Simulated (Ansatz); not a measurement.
Checking a run of Ansatz (a quantum-chemistry and plane-wave program) on Li2H2SO5 (P2_1, 20 atoms in the cell). The aim is a self-consistent single point with DFT, r2SCAN, plane waves, default PAW files made with PBE.

Cell that was meant: a = 5.5559 Å, b = 4.9040 Å, c = 8.2696 Å, α = 90.00°, β = 107.11°, γ = 90.00°.

Part of the input:

Ansatz 0.2 input:
```yaml
  xc: r2scan
  pseudopotentials: { kind: paw }
scf:
  occupations: { method: fermi_dirac, width: 0.05 Ry }
output:
  forces: true
  eigenvalues: true
```

Output (repeated stretches shortened):

```
WARN basis.ecutwfc = 500 eV, the default
WARN ansatz: RAYON_NUM_THREADS=1 ignored (pool sized by the plan → 1); use --threads N
   [... lines left out ...]
PAW frozen core: O, regenerated for the run's functional
Initial density: superposition of atomic densities (neutral atoms: chi_scale 0, normalization atom), corrected by the library's trained network
Initial wavefunctions: pseudopotential atomic-orbital guess
Eigensolver: davidson
Functional: x = r2scan, c = r2scan; τ floored in thin density (d = 2e-4 eV/Å³)
SCF iter   1: F=—  HF=-8390.507954 eV  |F-HF|=—  |Δ(HF+E_count)|=         —  Δρ=7.63e-3  dr2=1.46e-1  dr2_τ=1.37e0  ethr=1.77e-3  ⟨swp⟩=7.9  Hψ=3309  notcnv=0
all-band conjugate gradients solve this SCF's bands
preconditioner: auto → Resta (q_TF=auto, 2.350 Å⁻¹)
SCF iter   2: F=—  HF=-8390.635820 eV  |F-HF|=—  |Δ(HF+E_count)|=   1.28e-1  Δρ=4.06e-3  dr2=1.38e-2  dr2_τ=4.51e-3  ethr=1.66e-4  ⟨swp⟩=2.0  Hψ=1296  notcnv=0
   [... lines left out ...]
SCF iter   6: F=—  HF=-8390.632843 eV  |F-HF|=—  |Δ(HF+E_count)|=   4.74e-5  Δρ=5.32e-5  dr2=5.08e-6  dr2_τ=7.48e-7  ethr=2.27e-8  ⟨swp⟩=2.0  Hψ=886  notcnv=0
SCF iter   7: F=—  HF=-8390.632843 eV  |F-HF|=—  |Δ(HF+E_count)|=   1.13e-7  Δρ=1.27e-5  dr2=2.88e-7  dr2_τ=2.99e-8  ethr=5.78e-9  ⟨swp⟩=2.6  Hψ=977  notcnv=0
SCF iter   8: F=-8390.632843 eV  HF=-8390.632843 eV  |F-HF|=1.33e-8  |Δ(HF+E_count)|=   1.51e-7  Δρ=5.50e-6  dr2=4.37e-8  dr2_τ=8.09e-9  ethr=1.14e-10  ⟨swp⟩=8.1  Hψ=2694  notcnv=0
SCF 1 converged in 8 iterations: F = -8390.632843 eV  dr2 = 4.37e-8
Free energy (F): -8390.632843 eV
Internal energy: -8390.387710 eV  (E = F + TS)
E sigma→0 (E₀):  -8390.510277 eV
Entropy (-TS):   -0.245133 eV (-12.257 meV/atom)
Fermi energy:    4.484445 eV
--- Forces (eV/Å), atoms counted from 1 ---
  atom   1  Li    -0.01295699     0.00947668    -0.01310262
  atom   2  Li     0.01295699     0.00947668     0.01310262
  atom   3  Li    -0.01738309    -0.00900223    -0.00773596
  atom   4  Li     0.01738309    -0.00900223     0.00773596
  atom   5  H     -0.19705590     0.45413874    -0.16268950
  atom   6  H      0.19705590     0.45413874     0.16268950
  atom   7  H     -0.25847213    -0.22175183     0.42653343
   [... lines left out ...]
  atom  20  O      0.43589936     0.12464948     0.03906910
--- Stress (GPa, compression-positive) ---
       -3.441356      -0.000000       0.194543
       -0.000000      -3.700757       0.000000
        0.194525       0.000000      -3.523012
  P = ⅓ Tr σ = -3.5550 GPa (-35.550 kbar)
  The stress holds the Pulay correction. Without it, at fixed plane waves, as pw.x and ABINIT print it: P = -3.6295 GPa
```

Question: Is anything amiss in this input, and did it matter?

Answer: The results are close to the sound ones and would serve for rough work. The doubtful point is a smearing width that is far too large. A width of many tenths of an electronvolt moves electrons far across the Fermi level or the gap, and the free energy and its derivatives carry a large smearing term. The run converged in 8 iterations without an error; against the sound input the free energy drops by 1.8 meV/atom, the pressure goes from -3.68 to -3.56 GPa, the largest force hardly changes (0.552 to 0.546 eV/Å) and the gap on the mesh moves little (6.202 to 6.210 eV).

An input that runs soundly differs in these lines (not the only fix; some lines may just follow from the change or write a value another way):
```diff
-  occupations: { method: fermi_dirac, width: 0.05 Ry }
+  occupations: { method: fixed }
```

With that input, the run converged in 8 iterations: free energy E − TS (on the zero of these files) -8390.5973 eV; top of the valence band (on the code's own zero) 0.44 eV; gap on the k-point mesh 6.20 eV; pressure -3.68 GPa; largest force (vector length) 0.552 eV/Å (DFT, r2SCAN, plane waves, default PAW files made with PBE).

On the sound input: the starting cell comes from a database of computed structures (which also holds hypothetical and non-ambient phases and stackings), without a prior relaxation at this level. With a pressure of about -4 GPa the cell is away from its equilibrium volume at this level. Ansatz's pressure includes its estimate of the finite-basis (Pulay) stress.
